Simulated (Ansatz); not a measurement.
The parent structure is Ca in the fcc (Cu type) structure (space group Fm-3m, No. 225; a = 5.569 Å; relaxed with 0.1 eV smearing). Axes: x, y, z lie along the cube axes.

The values are results of r2SCAN/PAW in Ansatz (an electronic-structure program), spin-orbit coupling left out, earlier PAW set, not measurements.

One thing is altered: compressive biaxial strain of 0.42 % in the plane normal to [001], as in epitaxy on a mismatched substrate; the out-of-plane cell vector and the atoms relax.

Task: Predict the new out-of-plane strain.

Result: The out-of-plane strain amounts to +0.54 %.

Task: Predict the new energy relative to the base.

Result: The energy is nearly the same.

Stability against distortions was not tested.
